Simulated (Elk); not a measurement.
**Elk run on ScTc₃ (Fm-3m, 4 atoms in the cell): self-consistent single point**

Computed with PBEsol, all-electron FP-LAPW, Elk's shipped species files, APW+lo basis with extra local orbitals (Elk).

Input:

```
tasks
  0

xctype
  22

tforce
  .true.

rgkmax
  8.0

gmaxvr
  18.0

lmaxapw
  10

lmaxo
  8

nxlo
  2

lorbcnd
  .true.

lradstp
  2

nrmtscf
  2.0

lmaxi
  4

stype
  0

swidth
  0.00367493

maxscl
  100

avec
    0.0000000000    5.9034760674    5.9034760674
    5.9034760674    0.0000000000    5.9034760674
    5.9034760674    5.9034760674    0.0000000000

sppath
  './'

atoms
  2
  'Sc.in'
  1
  0.0000000000  0.0000000000  0.0000000000    0.0 0.0 0.0
  'Tc.in'
  3
  0.2500000000  0.2500000000  0.2500000000    0.0 0.0 0.0
  0.7500000000  0.7500000000  0.7500000000    0.0 0.0 0.0
  0.5000000000  0.5000000000  0.5000000000    0.0 0.0 0.0

ngridk
  7 7 7
```

Output (repeated stretches shortened):

```
│ Elk code version 10.2.4 │

All units are atomic (Hartree, Bohr, etc.)

│ Ground-state run starting from atomic densities │

Lattice vectors :
   0.000000000       5.903476067       5.903476067
   5.903476067       0.000000000       5.903476067
   5.903476067       5.903476067       0.000000000

Unit cell volume      :    411.4844393
Brillouin zone volume :   0.6028179678

Muffin-tin inner radius fraction :   0.1000000000E-01

Nuclei treated as point charges

Species :    1 (Sc)
 parameters loaded from : Sc.in
 name : scandium
 nuclear charge    :   -21.00000000
 electronic charge :    21.00000000
 atomic mass :    81949.61066
 muffin-tin radius :    2.400000000
 number of radial points in muffin-tin :    999
 atomic positions (lattice), magnetic fields (Cartesian) :
   1 :   0.00000000  0.00000000  0.00000000    0.00000000  0.00000000  0.00000000

Species :    2 (Tc)
 parameters loaded from : Tc.in
 name : technetium
 nuclear charge    :   -43.00000000
 electronic charge :    43.00000000
 atomic mass :    178643.0715
 muffin-tin radius :    2.531280123
 number of radial points in muffin-tin :   1199
 atomic positions (lattice), magnetic fields (Cartesian) :
   1 :   0.25000000  0.25000000  0.25000000    0.00000000  0.00000000  0.00000000
   2 :  -0.25000000 -0.25000000 -0.25000000    0.00000000  0.00000000  0.00000000
   3 :   0.50000000  0.50000000  0.50000000    0.00000000  0.00000000  0.00000000

Total number of atoms per unit cell :    4

Spin treatment :
 spin-unpolarised

Number of Bravais lattice symmetries :   48
Number of crystal symmetries         :   48
Crystal has inversion symmetry
Real symmetric eigensolver will be used

k-point grid :      7     7     7
k-point offset :    0.000000000       0.000000000       0.000000000
k-point set is reduced with full crystal symmetry group
Total number of k-points :       20

Muffin-tin radius times maximum |G+k| :    8.000000000
 using average radius
   [... lines left out ...]
Maximum |G| for potential and density :    18.00000000
 potential will be trimmed for |G| > 2 gkmax
Constant for pseudocharge density :   11
Radial integration step length :    2

G-vector grid sizes :     48    48    48
Number of G-vectors :    40677

Maximum angular momentum used for
 APW functions                      :   10
 outer part of muffin-tin           :    8
 inner part of muffin-tin           :    4

Total nuclear charge    :   -150.0000000
Total core charge       :    94.00000000
Total valence charge    :    56.00000000
Total excess charge     :    0.000000000
Total electronic charge :    150.0000000

Effective Wigner radius, rₛ :   0.8684094006

Number of empty states         :   16
Total number of valence states :   44
Total number of core states    :   94

Conduction state local-orbitals added automatically
Total number of local-orbitals :  455

Exchange-correlation functional :     22     0     0
 PBEsol, Phys. Rev. Lett. 100, 136406 (2008)
 gradient requirement :    1
 generalised gradient approximation (GGA)

Smearing type :    0
 Gaussian
Smearing width :   0.3674930000E-02
Effective electronic temperature (K) :    1160.451112

Mixing type :    3
 Broyden mixing, J. Phys. A: Math. Gen. 17, L317 (1984)

Kohn-Sham potential initialised from atomic data
│ Self-consistent loop started │
│ Loop number : 1 │
 total energy                :     -13596.7377770
│ Loop number : 2 │
 total energy                :     -13598.1420401
RMS change in Kohn-Sham potential (target) :   0.2777506358     (  0.1000000000E-05)
Absolute change in total energy (target)   :    1.404263094     (  0.1000000000E-03)
│ Loop number : 3 │
 total energy                :     -13602.1437064
RMS change in Kohn-Sham potential (target) :   0.2470501740     (  0.1000000000E-05)
Absolute change in total energy (target)   :    4.352732053     (  0.1000000000E-03)
│ Loop number : 4 │
 total energy                :     -13604.0931289
RMS change in Kohn-Sham potential (target) :   0.2193130016     (  0.1000000000E-05)
Absolute change in total energy (target)   :    3.037605485     (  0.1000000000E-03)
│ Loop number : 5 │
 total energy                :     -13606.1330360
RMS change in Kohn-Sham potential (target) :   0.1989086538     (  0.1000000000E-05)
Absolute change in total energy (target)   :    2.799308470     (  0.1000000000E-03)
   [... lines left out ...]
Absolute change in total energy (target)   :   0.1088004113E-01 (  0.1000000000E-03)
│ Loop number : 14 │
 total energy                :     -13616.7435710
RMS change in Kohn-Sham potential (target) :   0.2355243894E-05 (  0.1000000000E-05)
Absolute change in total energy (target)   :   0.3700866468E-02 (  0.1000000000E-03)
│ Loop number : 15 │
 total energy                :     -13616.7434301
RMS change in Kohn-Sham potential (target) :   0.1435012201E-05 (  0.1000000000E-05)
Absolute change in total energy (target)   :   0.7842929608E-03 (  0.1000000000E-03)
│ Loop number : 16 │
 total energy                :     -13616.7435255
RMS change in Kohn-Sham potential (target) :   0.1658671633E-06 (  0.1000000000E-05)
Absolute change in total energy (target)   :   0.2914914330E-03 (  0.1000000000E-03)
│ Loop number : 17 │
 total energy                :     -13616.7435349
RMS change in Kohn-Sham potential (target) :   0.1599789971E-06 (  0.1000000000E-05)
Absolute change in total energy (target)   :   0.8229122432E-04 (  0.1000000000E-03)
Convergence targets achieved

│ Loop number : 18 │

Energies :
 Fermi                       :     0.439541890828
 sum of eigenvalues          :     -8086.39104970
 electron kinetic            :      14117.2869923
 core electron kinetic       :      13722.8121428
 Coulomb                     :     -27316.0398333
 Coulomb potential           :     -21654.7898306
 nuclear-nuclear             :     -1403.52294913
 electron-nuclear            :     -30170.2439378
 Hartree                     :      4257.72705360
 Madelung                    :     -16488.6449180
 xc potential                :     -548.888211448
 exchange                    :     -409.276594397
 correlation                 :     -8.71409703862
 total energy                :     -13616.7435324

Density of states at Fermi energy :    56.94094896
 (states/Hartree/unit cell)

Estimated indirect band gap :   0.8766053279E-03
 from k-point     15 to k-point     12
Estimated direct band gap   :   0.3476836609E-02
 at k-point     12

Charges :
 core                        :    94.00000000
 valence                     :    56.00000000
 interstitial                :    5.636655363
 muffin-tins (core leakage)
  species :    1 (Sc)
   atom    1                 :    19.48542219     (  0.3523604519E-08)
  species :    2 (Tc)
   atom    1                 :    41.65389768     (  0.1820711475E-06)
   atom    2                 :    41.65389768     (  0.1820711475E-06)
   atom    3                 :    41.57012708     (  0.1787541883E-06)
 total in muffin-tins        :    144.3633446
 total calculated charge     :    150.0002787
 total charge                :    150.0000000
 error                       :   0.2786971616E-03

│ Self-consistent loop stopped │

Forces :
 species :    1 (Sc)
  atom :    1
   Hellmann-Feynman          :    -0.00000000    0.00000000    0.00000000
   IBS                       :     0.00000000   -0.00000000   -0.00000000
   total force               :    -0.00000000   -0.00000000    0.00000000
   total magnitude           :     0.00000000
 species :    2 (Tc)
  atom :    1
   Hellmann-Feynman          :     0.00000000   -0.00000000    0.00000000
   IBS                       :    -0.00000000    0.00000000   -0.00000000
   total force               :    -0.00000000    0.00000000    0.00000000
   total magnitude           :     0.00000000
  atom :    2
   Hellmann-Feynman          :    -0.00000000   -0.00000000    0.00000000
   IBS                       :     0.00000000    0.00000000   -0.00000000
   total force               :     0.00000000   -0.00000000   -0.00000000
   total magnitude           :     0.00000000
  atom :    3
   Hellmann-Feynman          :     0.00000000   -0.00000000    0.00000000
   IBS                       :    -0.00000000    0.00000000    0.00000000
   total force               :    -0.00000000   -0.00000000    0.00000000
   total magnitude           :     0.00000000
```

The run converged in 18 iterations. The count includes the last loop, which Elk runs after its targets are met.

The starting cell comes from a database of computed structures (which also holds hypothetical and non-ambient phases and stackings), without a prior relaxation at this level. Spin polarisation is off. Values depend on the basis (sphere radii, cutoffs, local orbitals), which need not be converged. The log's line on a gap gives a spacing of levels on this mesh, which the program prints for metals too.

Cost on one core of a shared machine: roughly 80 s.
